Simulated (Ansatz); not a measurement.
The parent structure is KF in the rock salt structure (space group Fm-3m, No. 225; a = 5.318 Å).

Method: Ansatz (a quantum-chemistry and plane-wave program) r2SCAN, no spin-orbit coupling.

For the base:

| Item | Value |
|---|---|
| Valley order | Γ 6.91 eV; X along ⟨100⟩ 8.79 eV |
| Pressure | 0.00 GPa |
| Electron mass | 0.54 mₑ (at Γ) |

Modification: an isotropic linear strain of −5.94 %; the atoms relax in the strained cell.

Question: What happens to the valley order?

Answer: The valley order (the lowest conduction-band minima on the path, energy above the VBM, named in the base's zone) goes from Γ 6.91 eV; X along ⟨100⟩ 8.79 eV to Γ 8.01 eV; X along ⟨100⟩ 8.85 eV.

Question: Estimate the effect on the energy relative to the base.

Answer: The energy goes up by 84 meV/atom.

Question: Estimate the effect on the pressure.

Answer: The pressure goes from zero to 10.22 GPa.

Question: Predict the new electron mass.

Answer: The electron mass goes from 0.54 mₑ (at Γ) to 0.52 mₑ (at Γ).

The levels and masses belong to the bands next to the band gap. Effective masses come from finite differences of ±0.01 Å⁻¹. Whether these cells are dynamically stable was not tested.
